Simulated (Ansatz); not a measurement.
**Smallest direct gap on the k points sampled of MgS (model structure, started from the BN type, Pm-3n, No. 223, 12 atoms in the cell) at several levels of theory**

No measured value is used here.

Unless a cell is named, each level is at its own relaxed cell (LDA 26.97, r²SCAN 27.91 Å³/atom).

Task: Put these levels in order of the smallest direct gap on the k points sampled that they give for MgS (model structure, started from the BN type, Pm-3n, No. 223, 12 atoms in the cell), smallest first: HSE06 (Ansatz, an electronic-structure program), LDA (Ansatz), r²SCAN (Ansatz).

Result: LDA (2.86 eV), r²SCAN (3.57 eV), HSE06 (4.08 eV)

Computed values are for a static lattice.  Values are at the level's own equilibrium cell; HSE06 at the PBEsol cell. Cutoffs and k meshes differ between the levels. Ansatz's density-functional and Hartree–Fock values are scalar-relativistic unless marked +SOC, with PAW data made under PBE.

A model structure was made by putting elements into a prototype or built by hand; it is no filed structure, need not be a known phase, and can be a saddle point held by its symmetry.
